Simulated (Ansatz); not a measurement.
For NbSi2 (model structure, started from the MoSi2 type, I4/mmm, No. 139, 3 atoms in the cell), PBE in Ansatz (plane waves, PAW) gives:

* **equilibrium lattice constant a**: 3.283 Å
* **c axis length**: 8.258 Å

What does PBE-D3(BJ) (Ansatz, an electronic-structure program, PAW) give for the same quantities?


- lattice constant a: 3.239 Å (shrinks by 1.3 %)
- lattice parameter c: 8.181 Å (drops by 0.9 %)

Changes are worked out from the printed values.

Unless a cell is named, each level is at its own relaxed cell (PBE 14.84, PBE-D3(BJ) 14.30 Å³/atom).

Ansatz's density-functional and Hartree–Fock values are scalar-relativistic unless marked +SOC, with PAW data made under PBE.

A model structure was made by putting elements into a prototype or built by hand; it is no filed structure, need not be a known phase, and can be a saddle point held by its symmetry.
